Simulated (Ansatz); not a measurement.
Consider Mg2Ge in the anti-fluorite structure (space group Fm-3m, No. 225).

```
CELL_PARAMETERS angstrom
      0.00000     3.18222     3.18222
      3.18222     0.00000     3.18222
      3.18222     3.18222     0.00000
ATOMIC_POSITIONS crystal
  Mg 0.25000 0.25000 0.25000
  Mg 0.75000 0.75000 0.75000
  Ge 0.00000 0.00000 0.00000
```

Cartesian axes are those of the cell as printed.

Method: Ansatz (a first-principles code), PBEsol, PAW, cutoff 420 eV, no spin-orbit coupling.

Strains are applied to the cell and any free atomic positions relax; under biaxial strain the out-of-plane vector relaxes too.

One change was made to it. Results:

```json
[
 {"quantity": "energy relative to the base (free energy F)", "base": "0 meV/atom", "after": "+6.8 meV/atom"},
 {"quantity": "band gap", "base": "0.08 eV", "after": "zero"},
 {"quantity": "shortest interatomic distance", "base": "2.756 Å", "after": "2.742 Å"},
 {"quantity": "pressure (mean of the normal stresses, compression positive)", "base": "0.0 GPa", "after": "-1.6 GPa"}
]
```

Task: What was done to the base?
A) biaxial strain +2.08 %, plane normal [111], relaxed out of plane
B) biaxial strain −1.25 %, plane normal [111], relaxed out of plane
C) biaxial strain +2.50 %, plane normal [111], relaxed out of plane
D) biaxial strain +1.25 %, plane normal [111], relaxed out of plane
E) biaxial strain −1.67 %, plane normal [111], relaxed out of plane

Result: A, biaxial strain +2.08 %, plane normal [111], relaxed out of plane. For comparison, the energy relative to the base in the other runs: biaxial strain −1.67 %, plane normal [111], relaxed out of plane gives +4.8 meV/atom; biaxial strain −1.25 %, plane normal [111], relaxed out of plane gives +2.7 meV/atom; biaxial strain +2.50 %, plane normal [111], relaxed out of plane gives +9.7 meV/atom; biaxial strain +1.25 %, plane normal [111], relaxed out of plane gives +2.5 meV/atom.

No phonon test of stability was made. All final runs are without spin polarisation. Gaps under 0.05 eV, about the width of the smearing, are given as zero. The zero or small gap of Mg2Ge can change with the level of theory.
